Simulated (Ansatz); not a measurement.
Consider FeO in the rock salt structure (space group Fm-3m, No. 225; a = 4.311 Å; ferromagnetic; relaxed with 0.1 eV smearing).

Computed with PBE, PAW, 420 eV (Ansatz, an electronic-structure program; no spin-orbit coupling).

Base values:

Pressure: 0.0 GPa
Magnetic state: ferromagnetic

Perturbation: every lattice vector is shortened by 3.68 %; the atoms relax in the strained cell.

Question: What does the calculation give for the pressure, energy relative to the base and magnetic state after the change?

Answer: The pressure goes from zero to 25.1 GPa; the energy grows by 77 meV/atom; the magnetic state is still ferromagnetic.

No phonon test of stability was made. No Hubbard U is applied and the magnetic state is the run's own (FeO ferromagnetic); other magnetic orders, which need larger cells, were not tried and can change the gap. In its common phase, real FeO is an antiferromagnetic insulator at low temperature.
